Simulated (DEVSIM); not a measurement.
System: abrupt Si n-p junction, at 400 K.

```
layer (left to right)  material  thickness (μm)  Nd (cm⁻³)  Na (cm⁻³)  τn (s)  τp (s)
---------------------  --------  --------------  ---------  ---------  ------  ------
1                            Si            10.0       2e18          -    1e-5    1e-5
2                            Si             260          -     8.7e16    1e-5    1e-5
```

Left contact: ohmic. Right contact: ohmic. Voltage is applied to the left contact. Recombination: SRH at mid-gap, radiative. Gap narrowing is on: ΔEg = 6.92 meV × (l + √(l² + 0.5)), l = ln(N/1.3e17 cm⁻³), shared equally by both band edges. Mobility is constant in doping.

Constants are typed, rounded textbook-type inputs, not results; the design itself was drawn at random and stands for no fabricated device. Values at 300 K; Nc and Nv go as T^1.5, mobilities as T to minus their exponent, the gap by Varshni's rule with the affinity fixed.

| parameter | Si |
|---|---|
| gap (eV) | 1.124 |
| affinity (eV) | 4.05 |
| permittivity | 11.7 |
| Nc (cm⁻³) | 2.86e19 |
| Nv (cm⁻³) | 3.1e19 |
| μn (cm²/Vs) | 1417 |
| μp (cm²/Vs) | 470 |
| T exponent of μn | 2.3 |
| T exponent of μp | 2.2 |
| B (cm³/s) | 4.7e-15 |
| Varshni α (eV/K) | 0.000473 |
| Varshni β (K) | 636 |

Model (solved in DEVSIM): 1D drift-diffusion, Boltzmann statistics, complete ionisation; no tunnelling, impact ionisation, image-force lowering or self-heating.

The thickness of layer 2 was swept, all else fixed.

```
thickness of layer 2 (μm)  dark forward voltage at 1 A/cm² (V)
-------------------------  -----------------------------------
52                                                       0.509
91                                                       0.523
160                                                      0.534
260                                                      0.541
440                                                      0.547
780                                                      0.557
1300                                                     0.573
```

From the first row to the last the dark forward voltage at 1 A/cm² goes from 0.509 to 0.573.
